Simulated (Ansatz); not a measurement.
Input and output of a self-consistent single point for NaB₃H₈ (Pmn2_1, 24 atoms in the cell) (Ansatz, an electronic-structure program).

Computed with PBEsol, default PAW files made with PBE (plane waves; Ansatz).

```yaml
crystal:
  lattice:
    - [7.86932, 0.00000, 0.00000]
    - [0.00000, 5.82513, 0.00000]
    - [0.00000, 0.00000, 4.58684]
  atoms:
    - { symbol: Na, position: [0.00000, 0.56920, 0.90124] }
    - { symbol: Na, position: [0.50000, 0.43080, 0.40124] }
    - { symbol: B, position: [0.88546, 0.24807, 0.40980] }
    - { symbol: B, position: [0.61454, 0.75193, 0.90980] }
    - { symbol: B, position: [0.11454, 0.24807, 0.40980] }
    - { symbol: B, position: [0.38546, 0.75193, 0.90980] }
    - { symbol: H, position: [0.83800, 0.27400, 0.62800] }
    - { symbol: H, position: [0.66200, 0.72600, 0.12800] }
    - { symbol: H, position: [0.16200, 0.27400, 0.62800] }
    - { symbol: H, position: [0.33800, 0.72600, 0.12800] }
    - { symbol: H, position: [0.83100, 0.36000, 0.24000] }
    - { symbol: H, position: [0.66900, 0.64000, 0.74000] }
    - { symbol: H, position: [0.16900, 0.36000, 0.24000] }
    - { symbol: H, position: [0.33100, 0.64000, 0.74000] }
    - { symbol: H, position: [0.83080, 0.06650, 0.34300] }
    - { symbol: H, position: [0.66920, 0.93350, 0.84300] }
    - { symbol: H, position: [0.16920, 0.06650, 0.34300] }
    - { symbol: H, position: [0.33080, 0.93350, 0.84300] }
    - { symbol: B, position: [0.00000, 0.99620, 0.29960] }
    - { symbol: B, position: [0.50000, 0.00380, 0.79960] }
    - { symbol: H, position: [0.00000, 0.96300, 0.07200] }
    - { symbol: H, position: [0.50000, 0.03700, 0.57200] }
    - { symbol: H, position: [0.00000, 0.84100, 0.44200] }
    - { symbol: H, position: [0.50000, 0.15900, 0.94200] }
```

Reference input (self-consistent single point, DFT, PBEsol, plane waves, default PAW files made with PBE): kpoints.mp_grid.grid = 4 6 7; hamiltonian.xc = pbesol; hamiltonian.pseudopotentials = {kind: paw} (the program's default PAW files); scf.occupations.method = cold; scf.occupations.width = 0.1 eV. This run's input differs from it in these lines:

Ansatz 0.2 input:
```diff
@@ -33,3 +33,3 @@
   mp_grid:
-    grid: [4, 6, 7]
+    grid: [3, 3, 4]
 hamiltonian:
```

Log, with long lists cut:

```
SCF iter   1: F=—  HF=-4119.048519 eV  |F-HF|=—  |Δ(HF+E_count)|=         —  Δρ=7.40e-3  dr2=8.47e-2  ethr=1.77e-3  ⟨swp⟩=6.7  Hψ=2925  notcnv=0  defer=61
all-band conjugate gradients solve this SCF's bands
preconditioner: auto → Resta (q_TF=auto, 2.162 Å⁻¹)
SCF iter   2: F=—  HF=-4119.031233 eV  |F-HF|=—  |Δ(HF+E_count)|=   1.73e-2  S|Δr|=    0.00e0  Δρ=3.51e-3  dr2=1.96e-2  ethr=1.63e-4  ⟨swp⟩=1.0  Hψ=696  notcnv=0  defer=75
   [... lines left out ...]
SCF iter   5: F=—  HF=-4119.029236 eV  |F-HF|=—  |Δ(HF+E_count)|=   1.23e-4  S|Δr|=    0.00e0  Δρ=3.33e-5  dr2=2.52e-6  ethr=8.43e-8  ⟨swp⟩=2.0  Hψ=600  notcnv=0  defer=75
SCF iter   6: F=—  HF=-4119.029238 eV  |F-HF|=—  |Δ(HF+E_count)|=   1.60e-6  S|Δr|=    0.00e0  Δρ=9.12e-6  dr2=1.63e-7  ethr=4.85e-9  ⟨swp⟩=2.0  Hψ=696  notcnv=0  defer=75
SCF iter   7: F=-4119.029238 eV  HF=-4119.029238 eV  |F-HF|=3.57e-9  |Δ(HF+E_count)|=   1.95e-7  S|Δr|=    0.00e0  Δρ=2.31e-6  dr2=1.09e-8  ethr=1.92e-10  ⟨swp⟩=12.6  Hψ=3352  notcnv=0
SCF 1 converged in 7 iterations: F = -4119.029238 eV  dr2 = 1.09e-8
Stability not checked (fill_not_monotonic)
Free energy (F): -4119.029238 eV
Internal energy: -4119.029238 eV  (E = F + TS)
E sigma→0 (E₀):  -4119.029238 eV
Fermi energy:    2.017497 eV
--- Forces (eV/Å), atoms counted from 1 ---
  atom   1  Na     0.00000000    -0.09030468     0.03363675
  atom   2  Na    -0.00000000     0.09030468     0.03363675
  atom   3  B      3.51986547    -0.93922909    -1.20568931
  atom   4  B     -3.51986547     0.93922909    -1.20568931
  atom   5  B     -3.51986547    -0.93922909    -1.20568931
   [... lines left out ...]
  atom  24  H     -0.00000000     2.15405875     1.70616782
--- Stress (GPa, compression-positive) ---
        3.535799      -0.000000       0.000000
       -0.000000       9.716964      -0.000000
        0.000000      -0.000000      24.813768
  P = ⅓ Tr σ = 12.6888 GPa (126.888 kbar)
  The stress holds the Pulay correction. Without it, at fixed plane waves, as pw.x and ABINIT print it: P = 12.4576 GPa
```

The run converged in 7 iterations. Against the reference run the free energy is nearly the same (within 1 meV/atom), the pressure stays at 12.69 GPa, the largest force stays at 4.745 eV/Å and the gap on the mesh goes from 5.942 to 6.132 eV.

The starting cell comes from a database of published, mostly measured structures (it also holds non-ambient and calculated ones), without a prior relaxation at this level. Its lattice was rescaled by a random factor within 2.5 % of one. Forces in this geometry exceed 1 eV/Å. Ansatz's pressure includes its estimate of the finite-basis (Pulay) stress. Another mesh or the band path of this cell gives a smaller gap, so this value is not converged in the mesh.
